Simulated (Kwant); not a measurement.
Kwant, one-band effective-mass tight-binding model in one dimension, coherent, no space charge.

Device: In0.53Ga0.47As/InP stack with 1 barrier. One parabolic valley. Leads of mass 0.041 mₑ with the band edge at 0; grid 0.1 nm; bias 0 V, dropping linearly over the stack.

```tsv
layer	thickness (nm)	band offset (eV)	mass (mₑ)
1	6.8	0.25	0.08
```

Constants are typed, rounded textbook-type inputs, not results; the design itself was drawn at random and stands for no fabricated device.

Sweep values stay those of the base run.

One input was changed, with this effect: transmission at E = 0.1858 eV 0.014 → 0.027; mean transmission over the sweep little changed (0.20); transmission at E = 0.2804 eV 0.20 → 0.24; transmission at E = 0.3750 eV 0.90 → 1.00.

Q: Which change was it?
A. mass in the first barrier 0.08 → 0.064 mₑ
B. height of the first barrier 0.25 → 0.2 eV
C. thickness of the first barrier 6.8 → 4.1 nm

A: A, mass in the first barrier 0.08 → 0.064 mₑ
